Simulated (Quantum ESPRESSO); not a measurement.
**Habitual settings against a tight run: IrRu3 (P6_3/mmc, 8 atoms in the cell)**

Self-consistent single point.

```xyz
8
Lattice="5.3704 0.0000 0.0000 -2.6852 4.6509 0.0000 0.0000 0.0000 4.2649" Properties=species:S:1:pos:R:3 pbc="T T T"
Ru     0.0000     1.5423     1.0662
Ru     2.6852     3.1085     3.1987
Ru     4.0347     0.7712     3.1987
Ru    -1.3495     3.8797     1.0662
Ru     1.3495     3.8797     1.0662
Ru     1.3357     0.7712     3.1987
Ir     0.0000     3.1006     3.1987
Ir     2.6852     1.5503     1.0662
```

Computed with PBEsol, GBRV 1.5 ultrasoft (PBESOL) pseudopotentials (plane waves; Quantum ESPRESSO).

Base settings: ecutwfc = 40 Ry; ecutrho = 320 Ry; occupations = smearing; smearing = fd; degauss = 0.0073499 Ry; potentials = {Ru: ru_pbesol_v1.2.uspp.F.UPF, Ir: ir_pbesol_v1.2.uspp.F.UPF}; K_POINTS = automatic 5 5 5 0 0 0; conv_thr = 1e-10 Ry; mixing_beta = 0.5.

Tight run (finer mesh or higher cutoff; not a proven limit): ecutwfc: 40 Ry → 56 Ry; ecutrho: 320 Ry → 448 Ry; conv_thr: 1e-10 Ry → 7.3e-11 Ry; K_POINTS: automatic 5 5 5 0 0 0 → automatic 7 7 7 0 0 0. It gave Fermi level (on the code's own zero) 24.88 eV; pressure 4.20 GPa; largest force (vector length) 0.003 eV/Å.

Quick runs, as changes from the base:
- A: the base itself
- B: ecutwfc: 40 Ry → 28 Ry; ecutrho: 320 Ry → 224 Ry; smearing: fd → cold; degauss: 0.0073499 Ry → 0.036749 Ry; K_POINTS: automatic 5 5 5 0 0 0 → automatic 4 4 4 1 1 1
- C: ecutwfc: 40 Ry → 32 Ry; ecutrho: 320 Ry → 256 Ry; conv_thr: 1e-10 Ry → 7.3e-05 Ry; K_POINTS: automatic 5 5 5 0 0 0 → automatic 6 6 6 0 0 0
- D: ecutwfc: 40 Ry → 20 Ry; ecutrho: 320 Ry → 160 Ry; K_POINTS: automatic 5 5 5 0 0 0 → automatic 4 4 4 1 1 1
- E: ecutwfc: 40 Ry → 20 Ry; ecutrho: 320 Ry → 160 Ry; conv_thr: 1e-10 Ry → 7.3e-06 Ry; K_POINTS: automatic 5 5 5 0 0 0 → automatic 2 2 2 1 1 1

Energies are extrapolated to zero smearing width, which holds to low order in the width alone (under cold and Methfessel-Paxton smearing the free energy itself is taken).

Dashes: pressure of C, E, not trusted under this conv_thr with d or f elements; time of E, under 30 s.

The count of work is k-points × plane waves × bands × iterations; it is no time. Core times come from one kind of shared machine and are given to one figure; runs under 30 s give none.

The starting cell comes from a database of computed structures (which also holds hypothetical and non-ambient phases and stackings), without a prior relaxation at this level. Its lattice was rescaled by a random factor within 2.5 % of one. Spin polarisation is off. In the base run, with a pressure of about 4 GPa the cell is away from its equilibrium volume at this level.

```tsv
run	energy less tight (meV/atom)	pressure less tight (GPa)	largest miss in a force vector (eV/Å)	count of work / tight	core time / tight (rough)
A	10.4	0.10	0.025	0.28	0.4
B	260.6	-24.60	0.017	0.15	0.2
C	57.2	–	0.022	0.22	0.2
D	5580.9	-327.34	0.288	0.075	0.09
E	5774.2	–	0.120	0.010	–
```

Among the runs at the tight run's level, the energy misses run from 10.4 to 5774.2 meV/atom.

Left out of this page: 1 run of the series outside the window shown, repeating another row's setting, or not comparable.
